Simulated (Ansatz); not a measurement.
Take WSe2 in the 2H-MoS2 type structure (space group P6_3/mmc, No. 194; a = 3.2791 Å, c = 12.7861 Å; layered, stacked along the Cartesian z axis) as the base. Axes: x lies along a and z along c of the hexagonal cell.

Computed with PBE-D3(BJ) (Ansatz, a program for electronic structure; PAW; 420 eV plane waves; spin-orbit coupling left out).

Strains are applied to the cell and any free atomic positions relax; under biaxial strain the out-of-plane vector relaxes too.

One change was made to it. Results:

The width of the top valence band grows by 0.04 eV, from 1.52 eV to 1.56 eV; the pressure (mean of the normal stresses, compression positive) goes from zero to 0.37 GPa.

### Question
Which of these changes matches the shifts?
A. biaxial strain −4.25 %, plane normal [001], relaxed out of plane
B. uniaxial strain ε_zz = −1.06 %
C. isotropic strain +1.22 %
D. biaxial strain −1.55 %, plane normal [001], relaxed out of plane
E. biaxial strain −1.83 %, plane normal [001], relaxed out of plane

### Answer
B, uniaxial strain ε_zz = −1.06 %. For comparison, the pressure in the other runs: biaxial strain −1.83 %, plane normal [001], relaxed out of plane gives 3.07 GPa; biaxial strain −4.25 %, plane normal [001], relaxed out of plane gives 7.88 GPa; biaxial strain −1.55 %, plane normal [001], relaxed out of plane gives 2.57 GPa; isotropic strain +1.22 % gives -2.21 GPa.

Spin-orbit coupling, missing from the scalar runs, can matter with W. The levels and masses belong to the bands next to the band gap. Stability against distortions was not tested.
